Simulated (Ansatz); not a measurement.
# LaAs in the CsCl type structure (space group Pm-3m, No. 221; a hypothetical phase, not in the database extracts checked)

```yaml
crystal:
  lattice:
    - [3.74333, 0.00000, 0.00000]
    - [0.00000, 3.74333, 0.00000]
    - [0.00000, 0.00000, 3.74333]
  atoms:
    - { symbol: La, position: [0.00000, 0.00000, 0.00000] }
    - { symbol: As, position: [0.50000, 0.50000, 0.50000] }
```

All numbers come from r2SCAN (Ansatz, a first-principles code; PAW; 500 eV plane waves; without spin-orbit coupling). k-mesh 12×12×12 (Γ-centred); smearing 0.05 eV (Fermi–Dirac).

| Quantity | Value |
|---|---|
| Volume per atom | 26.23 Å³ |
| Density | 6.77 g/cm³ |
| Band gap | zero |
| Total energy | -5566.059 eV/atom (σ→0; compares only within this code and set-up) |

Whether these cells are dynamically stable was not tested. All final runs are without spin polarisation.
